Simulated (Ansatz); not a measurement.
**Hypothetical P6_422 BeS, carrier doping**

Consider BeS (space group P6_422, No. 181; a = 3.4519 Å, c = 7.8117 Å; a hypothetical phase, not in the database extracts checked).

Carriers are added at fixed cell with a uniform background; the Fermi–Dirac width is that of 300 K.

Calculations: PBE in Ansatz (plane waves to 420 eV, PAW, no SOC).

Candidates:
(a) holes 1.0×10^22 cm⁻³
(b) electrons 2.0×10^22 cm⁻³
(c) holes 2.0×10^22 cm⁻³
(d) holes 7.0×10^21 cm⁻³

Base values:

| Property | Result |
|---|---|
| Gap between the host's bands | 2.67 eV |

Order them by gap between the host's bands, lowest first.

(b) electrons 2.0×10^22 cm⁻³ (2.50 eV), (d) holes 7.0×10^21 cm⁻³ (2.84 eV), (a) holes 1.0×10^22 cm⁻³ (2.91 eV), (c) holes 2.0×10^22 cm⁻³ (3.16 eV)

Carriers are added with a uniform compensating background; total energy and stress of such cells depend on the potential's zero and are not compared; many-body gap narrowing is missing at this level. Whether these cells are dynamically stable was not tested. The base started in P3_121 and relaxed to P6_422 at this level.

Ansatz is an electronic-structure program.
